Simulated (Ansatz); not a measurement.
The parent structure is GaSb in the zinc blende structure (space group F-43m, No. 216; a = 6.0488 Å). Axes: x, y, z lie along the cube axes.

All numbers come from LDA (Ansatz, an electronic-structure program, PAW, no spin-orbit coupling).

Strains are applied to the cell and any free atomic positions relax.

One change was made to it. Results:

```json
[
 {"quantity": "energy relative to the base (free energy F)", "base": "0 meV/atom", "after": "+1.6 meV/atom"},
 {"quantity": "pressure (mean of the normal stresses, compression positive)", "base": "0.0 GPa", "after": "-0.8 GPa"}
]
```

Question: Name the change that was made.
A) uniaxial strain ε_zz = −2.00 %
B) uniaxial strain ε_zz = −2.50 %
C) uniaxial strain ε_zz = +0.50 %
D) uniaxial strain ε_zz = +1.50 %
E) uniaxial strain ε_zz = +3.00 %

Answer: D, uniaxial strain ε_zz = +1.50 %. For comparison, the energy relative to the base in the other runs: uniaxial strain ε_zz = +0.50 % gives +0.2 meV/atom; uniaxial strain ε_zz = +3.00 % gives +6.5 meV/atom; uniaxial strain ε_zz = −2.00 % gives +3.1 meV/atom; uniaxial strain ε_zz = −2.50 % gives +4.8 meV/atom.

No phonon test of stability was made. All final runs are without spin polarisation.
